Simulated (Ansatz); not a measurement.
We consider TiAl3 (I4/mmm, No. 139), described by RPBE in Ansatz (plane waves, PAW).

Numerical settings: plane-wave cutoff 520 eV, 20×20×20 k mesh, Fermi–Dirac smearing 0.05 eV, no spin polarisation, scalar-relativistic PAW data made under PBE.

Response to compression and expansion:

Shape and atoms are relaxed at each volume.

```
V (Å³/atom)  P (GPa)  c (Å)  a (Å)
-----------  -------  -----  -----
15.630          4.49  8.553  3.824
15.955          2.13  8.615  3.849
16.281          0.00  8.677  3.874
16.607         -1.92  8.738  3.899
16.932         -3.65  8.798  3.924
```

Note: the bulk modulus comes from volumes at which shape and atoms were relaxed.

Ansatz is an electronic-structure program.
